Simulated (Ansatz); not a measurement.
All values below come from PBE (plane waves to 420 eV, PAW; Ansatz, a quantum-chemistry and plane-wave program).

Planar average of the electrostatic potential across the slab, in eV from the Fermi level, for the (111)A surface of zinc-blende InSb, In-terminated, H on every top atom (bottom of the slab: 3 H on 4 bottom sites):

(z (Å), V (eV)): (4.04, 4.67); (4.33, 4.67); (4.62, 4.67); (4.91, 4.67); (5.20, 4.67); (5.49, 4.67); (5.78, 4.67); (6.07, 4.67); (6.36, 4.67); (6.64, 4.66); (6.93, 4.65); (7.22, 4.62); (7.51, 4.55); (7.80, 4.40); (8.09, 4.06); (8.38, 3.16); (8.67, 2.52); (8.96, 2.08); (9.24, 0.73); (9.53, -1.28); (9.82, -3.07); (10.11, -4.73); (10.40, -6.57); (10.69, -7.42); (10.98, -6.66); (11.27, -4.55); (11.56, -1.83); (11.84, 0.98); (12.13, 2.61); (12.42, 3.07); (12.71, 2.53); (13.00, 0.71); (13.29, -1.51); (13.58, -3.20); (13.87, -4.69); (14.16, -6.52); (14.44, -7.34); (14.73, -6.32); (15.02, -4.45); (15.31, -2.14); (15.60, 0.63); (15.89, 2.55); (16.18, 3.19); (16.47, 2.88); (16.76, 1.32); (17.04, -0.92); (17.33, -2.69); (17.62, -4.02); (17.91, -5.68); (18.20, -6.93); (18.49, -6.47); (18.78, -4.87); (19.07, -2.89); (19.36, -0.21); (19.64, 2.20); (19.93, 3.23); (20.22, 3.25); (20.51, 2.09); (20.80, -0.08); (21.09, -1.96); (21.38, -3.30); (21.67, -4.73); (21.96, -6.28); (22.24, -6.43); (22.53, -5.12); (22.82, -3.39); (23.11, -0.88); (23.40, 1.95); (23.69, 3.63); (23.98, 3.99); (24.27, 3.80); (24.56, 4.67); (24.84, 5.31); (25.13, 5.54); (25.42, 5.65); (25.71, 5.69); (26.00, 5.71); (26.29, 5.72); (26.58, 5.72); (26.87, 5.72); (27.16, 5.72); (27.44, 5.72); (27.73, 5.72); (28.02, 5.72); (28.31, 5.72); (28.60, 5.72)

Set-up: 39 atoms, 16.0 Å thick at the start with caps and adatoms; mesh 3x3x1; 0.025 eV smearing; dipole correction on; 8 atoms held, the rest relaxed; symmetry of the start imposed; spin-polarised, no spin-orbit, no U. The slab shows no gap over 0.04 eV on its mesh. The starting moment vanished. It is one candidate, not shown to be the stable structure of the face.

Q: The surface cell has an area of 76.31 Å². What dipole along the normal does the step between the two vacuum levels imply?

A: the top vacuum level lies 1.05 eV above the bottom one; p = −ε₀ A ΔV (ε₀ = 0.005526 e/(V·Å)) gives -0.44 e·Å a cell.
